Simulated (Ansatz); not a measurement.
The starting structures come from a database of crystals and need not be the phases stable at ambient conditions.

 Where the default PAW files enter, the runs use the earlier of Ansatz's two default sets.

Crystal: VBiO$_{4}$ (I4_1/amd, not sure to be the ambient phase, 12 atoms a cell, 14.3 Å³ an atom); planes in its conventional cell.

The numbers are results of r2SCAN (plane waves, PAW; Ansatz, a first-principles code), not measurements.

The gap is the functional's own, uncorrected, and κ follows it; spin-orbit coupling is left out. Mid-gap values are interpolated between the computed energies.

| plane | area of the cell (Å²) | mid-gap κ (1/Å) | largest κ in the gap (1/Å) |
|---|---|---|---|
| (100) | 47.0 | 0.40 | 0.41 |
| (111) | 85.2 | ___ | ___ |
| (001) | 53.3 | ___ | ___ |

Q: The slowest decay depends on the direction. Supply the withheld values.

A: 
- (111), mid-gap κ (1/Å): 0.32
- (111), largest κ in the gap (1/Å): 0.32
- (001), mid-gap κ (1/Å): 0.26
- (001), largest κ in the gap (1/Å): 0.26
